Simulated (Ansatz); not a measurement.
The parent structure is Ge in the diamond structure (space group Fd-3m, No. 227; a = 5.676 Å). Axes: x, y, z lie along the cube axes.

Computed with PBEsol, PAW, 420 eV (Ansatz, a quantum-chemistry and plane-wave program; no SOC).

Before the change:

- Pressure: 0.0 GPa
- Shortest interatomic distance: 2.458 Å
- Band gap: zero

Now apply this change: biaxial strain +0.42 %, plane normal [111], relaxed out of plane (Cartesian); in-plane vectors clamped, the third vector and the atoms free.

Predict the new energy relative to the base, pressure, shortest interatomic distance and band gap.

The energy grows by 0.4 meV/atom; the pressure (mean of the normal stresses, compression positive) goes from zero to -0.4 GPa; the shortest interatomic distance hardly moves (2.458 Å against 2.459 Å); the band gap is still zero.

Whether these cells are dynamically stable was not tested. The zero or small gap of Ge can change with the level of theory.
